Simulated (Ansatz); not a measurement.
Consider the following.

```
CELL_PARAMETERS angstrom
      2.75832     0.00000     0.00000
      1.37916     2.38877     0.00000
      1.37916    -0.79626     2.36206
ATOMIC_POSITIONS crystal
  Ag 0.00000 0.00000 0.00000
```

No spin polarisation.

All numbers come from LDA in Ansatz (plane waves to 420 eV, PAW, no spin-orbit coupling). k-mesh 28×28×28 (Γ-centred); smearing 0.1 eV (Fermi–Dirac).

Predict the band gap and pressure.

The band gap comes out as zero and the pressure (mean of the normal stresses, compression positive) is 4.7 GPa.

The cells carry an imposed strain or load. Stability against distortions was not tested. The cell was made from Ag in the fcc (Cu type) structure (space group Fm-3m, No. 225) by this change: biaxial strain −2.50 %, plane normal [111], relaxed out of plane.

Ansatz is a program for electronic structure.
